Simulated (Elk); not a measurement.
Band structure of CaMg (Cm, 6 atoms in the cell).

```yaml
crystal:
  lattice:
    - [6.62631, -1.82170, 0.00000]
    - [6.62631, 1.82170, 0.00000]
    - [-2.25708, 0.00000, 7.97159]
  atoms:
    - { symbol: Ca, position: [0.02007, 0.02007, 0.00644] }
    - { symbol: Ca, position: [0.37778, 0.37778, 0.27387] }
    - { symbol: Ca, position: [0.32602, 0.32602, 0.66711] }
    - { symbol: Mg, position: [0.66105, 0.66105, 0.34158] }
    - { symbol: Mg, position: [0.05745, 0.05745, 0.60790] }
    - { symbol: Mg, position: [0.72429, 0.72429, 0.93642] }
```

Method of the run: Elk with LDA (PW92), all-electron FP-LAPW, Elk's shipped species files, default APW+lo basis.

Settings: xctype = 3; rgkmax = 7; stype = 0; swidth = 0.00183747 Ha; ngridk = 5 5 2.

The starting cell comes from a database of computed structures (which also holds hypothetical and non-ambient phases and stackings), without a prior relaxation at this level. Its lattice was rescaled by a random factor within 2.5 % of one. Values depend on the basis (sphere radii, cutoffs, local orbitals), which need not be converged.

Levels in eV from the Fermi level, bands 27 to 34:
```json
[
 {"point": "Γ", "27": "-2.84", "28": "-1.45", "29": "-1.35", "30": "-0.91", "31": "-0.57", "32": "0.76", "33": "1.10", "34": "1.40"},
 {"point": "Y", "27": "-2.93", "28": "-2.54", "29": "-1.18", "30": "-0.91", "31": "0.63", "32": "0.89", "33": "0.95", "34": "1.88"},
 {"point": "F", "27": "-2.34", "28": "-1.81", "29": "-1.57", "30": "-0.84", "31": "0.21", "32": "0.79", "33": "1.03", "34": "1.18"},
 {"point": "L", "27": "-3.17", "28": "-2.79", "29": "-0.72", "30": "-0.28", "31": "0.27", "32": "0.87", "33": "1.19", "34": "1.44"},
 {"point": "I", "27": "-1.78", "28": "-1.39", "29": "-0.86", "30": "-0.39", "31": "0.25", "32": "0.55", "33": "0.59", "34": "0.82"}
]
```

Bands cross the Fermi level along this path, so the cell is metallic at this level.
